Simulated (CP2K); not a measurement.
**Worked example: self-consistent single point of LiPd₃ (Pm-3m, 4 atoms in the cell) in CP2K**

Method of the run: LDA (Pade form), GPW, DZVP-MOLOPT-SR-GTH basis, GTH-PADE potentials (GTH_POTENTIALS) (CP2K 2026.2).

The input file:

```
&GLOBAL
  PROJECT lipd3
  RUN_TYPE ENERGY_FORCE
  PRINT_LEVEL LOW
&END GLOBAL
&FORCE_EVAL
  METHOD Quickstep
  STRESS_TENSOR ANALYTICAL
  &DFT
    BASIS_SET_FILE_NAME BASIS_MOLOPT
    POTENTIAL_FILE_NAME GTH_POTENTIALS
    &QS
      METHOD GPW
      EPS_DEFAULT 1E-10
    &END QS
    &MGRID
      CUTOFF 500
      REL_CUTOFF 50
      NGRIDS 5
    &END MGRID
    &SCF
      SCF_GUESS ATOMIC
      EPS_SCF 1E-6
      MAX_SCF 100
      ADDED_MOS 10
      &DIAGONALIZATION
        ALGORITHM STANDARD
      &END DIAGONALIZATION
      &MIXING
        METHOD BROYDEN_MIXING
        ALPHA 0.3
        NBUFFER 8
        BETA 1
      &END MIXING
      &SMEAR ON
        METHOD GAUSSIAN
        SIGMA [eV] 0.1
      &END SMEAR
    &END SCF
    &KPOINTS
      SCHEME MONKHORST-PACK 6 6 6
    &END KPOINTS
    &XC
      &XC_FUNCTIONAL PADE
      &END XC_FUNCTIONAL
    &END XC
    &PRINT
      &MO
        EIGENVALUES T
        OCCUPATION_NUMBERS T
        NDIGITS 8
        FILENAME mo
        &EACH
          QS_SCF 0
        &END EACH
        ADD_LAST NUMERIC
      &END MO
      &MULLIKEN OFF
      &END MULLIKEN
    &END PRINT
  &END DFT
  &SUBSYS
    &CELL
      A 3.88388000 0.00000000 0.00000000
      B 0.00000000 3.88388000 0.00000000
      C 0.00000000 0.00000000 3.88388000
      PERIODIC XYZ
    &END CELL
    &COORD
      SCALED
      Li       0.00000000     0.00000000     0.00000000
      Pd       0.00000000     0.50000000     0.50000000
      Pd       0.50000000     0.00000000     0.50000000
      Pd       0.50000000     0.50000000     0.00000000
    &END COORD
    &KIND Li
      BASIS_SET DZVP-MOLOPT-SR-GTH-q3
      POTENTIAL GTH-PADE-q3
    &END KIND
    &KIND Pd
      BASIS_SET DZVP-MOLOPT-SR-GTH-q18
      POTENTIAL GTH-PADE-q18
    &END KIND
  &END SUBSYS
  &PRINT
    &FORCES ON
    &END FORCES
    &STRESS_TENSOR ON
    &END STRESS_TENSOR
  &END PRINT
&END FORCE_EVAL
```

Output, abridged:

```
 GLOBAL| Method name                                                        CP2K
 GLOBAL| Project name                                                      lipd3
 GLOBAL| Run type                                                   ENERGY_FORCE

 TOTAL NUMBERS AND MAXIMUM NUMBERS

  Total number of            - Atomic kinds:                                   2
                             - Atoms:                                          4
                             - Shell sets:                                     4
                             - Shells:                                        25
                             - Primitive Cartesian functions:                 23
                             - Cartesian basis functions:                     96
                             - Spherical basis functions:                     81

  Maximum angular momentum of- Orbital basis functions:                        3
                             - Local part of the GTH pseudopotential:          6
                             - Non-local part of the GTH pseudopotential:      4

 SCF PARAMETERS         Density guess:                                    ATOMIC
                        max_scf:                                             100
                        max_diis:                                              4
                        eps_scf:                                        1.00E-06
                        eps_diis:                                       1.00E-01
                        eps_eigval:                                     1.00E-05
                        level_shift [a.u.]:                             0.000000
                        added MOs                                        10    0
                        Mixing method:                            BROYDEN_MIXING
                                                charge density mixing in g-space
                        Smear method:                                   GAUSSIAN
                        Smearing width (sigma) [a.u.]:                  3.67E-03
                        Accuracy threshold:                             1.00E-10
                        No outer SCF

 Extrapolation method: initial_guess

 Number of electrons:                                                         57
 Number of occupied orbitals:                                                 29
 Number of molecular orbitals:                                                39

 Number of orbital functions:                                                 81
 Number of independent orbital functions:                                     81

 SCF WAVEFUNCTION OPTIMIZATION

  Step     Update method      Time    Convergence         Total energy    Change
     1 NoMix/Diag. 0.30E+00      -     0.95330584      -388.7419416229 -3.89E+02
     2 Broy./Diag. 0.30E+00      -     0.28232951      -398.1529382582 -9.41E+00
     3 Broy./Diag. 0.30E+00      -     0.08359668      -390.7233500391  7.43E+00
     4 Broy./Diag. 0.30E+00      -     0.02460458      -387.9870154708  2.74E+00
     5 Broy./Diag. 0.30E+00      -     0.01194413      -387.7564338427  2.31E-01
     6 Broy./Diag. 0.30E+00      -     0.00211687      -388.1604085751 -4.04E-01
     7 Broy./Diag. 0.30E+00      -     0.00077465      -388.1171112340  4.33E-02
     8 Broy./Diag. 0.30E+00      -     0.00033398      -388.1344428228 -1.73E-02
     9 Broy./Diag. 0.30E+00      -     0.00019413      -388.1323438802  2.10E-03
    10 Broy./Diag. 0.30E+00      -     0.00006716      -388.1350876006 -2.74E-03
    11 Broy./Diag. 0.30E+00      -     0.00001633      -388.1348902211  1.97E-04
    12 Broy./Diag. 0.30E+00      -     0.00000409      -388.1350474228 -1.57E-04
    13 Broy./Diag. 0.30E+00      -     0.00000035      -388.1350815547 -3.41E-05

  *** SCF run converged in    13 steps ***

  Electronic density on regular grids:        -56.9999999977        0.0000000023
  Core density on regular grids:               56.9999999977       -0.0000000023
  Total charge density on r-space grids:        0.0000000000
  Total charge density g-space grids:           0.0000000000

  Overlap energy of the core charge distribution:               0.00000000000000
  Self energy of the core charge distribution:               -675.11820014225270
  Core Hamiltonian energy:                                    159.62150782470616
  Hartree energy:                                             166.36621525994644
  Exchange-correlation energy:                                -39.00382706442904
  Smearing free energy correction:                             -0.00077743218040
  Fermi energy:                                                 0.39861932330060

  Total energy:                                              -388.13508155472277
  Total energy (extrapolated to sigma->0):                   -388.13469283863259

 ENERGY| Total FORCE_EVAL ( QS ) energy [hartree]           -388.135079500399172

 FORCES| Atomic forces [hartree/bohr]
 FORCES|   Atom     x               y               z               |f|
 FORCES|      1 -2.48789081E-11 -2.48790464E-11 -2.48787753E-11   4.30915360E-11
 FORCES|      2  1.30803804E-09  1.27665624E-09  1.27665871E-09   2.22950043E-09
 FORCES|      3  1.27663969E-09  1.30803620E-09  1.27667224E-09   2.22949761E-09
 FORCES|      4  1.27664000E-09  1.27666310E-09  1.30800759E-09   2.22947577E-09
 FORCES| Sum     3.83643883E-09  3.83647649E-09  3.83645976E-09
 FORCES| Total atomic force                                       6.64494080E-09

 STRESS| Analytical stress tensor [bar]
 STRESS|                        x                   y                   z
 STRESS|      x       -1.46868398611E+05   1.53484397577E-03   1.53484027413E-03
 STRESS|      y        1.53484397577E-03  -1.46868419207E+05   1.53483367612E-03
 STRESS|      z        1.53484027413E-03   1.53483367612E-03  -1.46868397580E+05
 STRESS| 1/3 Trace                                            -1.46868405133E+05
```

The run converged in 13 iterations.

The starting cell comes from a database of computed structures (which also holds hypothetical and non-ambient phases and stackings), without a prior relaxation at this level. Its lattice was rescaled by a random factor within 2.5 % of one. Spin polarisation is off. Values carry the incompleteness of an atom-centred basis. With a pressure of about -15 GPa the cell is away from its equilibrium volume at this level.

Cost on one core of a shared machine: roughly 40 s.
